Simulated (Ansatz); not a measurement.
Cu3Ge (P-6m2, No. 187, 4 atoms in the cell; start mp-1225745) was calculated with LDA (Ansatz, a first-principles code, plane waves, PAW).

Run with plane-wave cutoff 520 eV, 24×24×8 k mesh (along the axes of the cell as run), Fermi–Dirac smearing 0.05 eV, no spin polarisation, scalar-relativistic PAW data made under PBE.

Cell (relaxed at this level):

Space group P-6m2 (No. 187); a = 2.658 Å, b = 2.658 Å, c = 8.032 Å, α = 90.00°, β = 90.00°, γ = 120.00°

```json
[
 {"atom": "Cu", "site": "1b", "symmetry": "-6m2", "x": "0.0000", "y": "0.0000", "z": "0.5000"},
 {"atom": "Cu", "site": "2i", "symmetry": "3m.", "x": "0.6667", "y": "0.3333", "z": "0.2583"},
 {"atom": "Ge", "site": "1a", "symmetry": "-6m2", "x": "0.0000", "y": "0.0000", "z": "0.0000"}
]
```

What does this level give for the bulk modulus?


* **bulk modulus**: 146 GPa

Note: the run has no spin polarisation, so it can have missed a magnetic state; the bulk modulus is −V dP/dV from two relaxed cells at ±2 % in volume; the relaxation could not lower the start's symmetry, so the cell can be a saddle point above a distorted one.

The computed numbers hold no vibrational or temperature effects.

The result took very roughly 6 core-minutes.

A start named mp-… is a Materials Project structure, which need not be a measured phase.
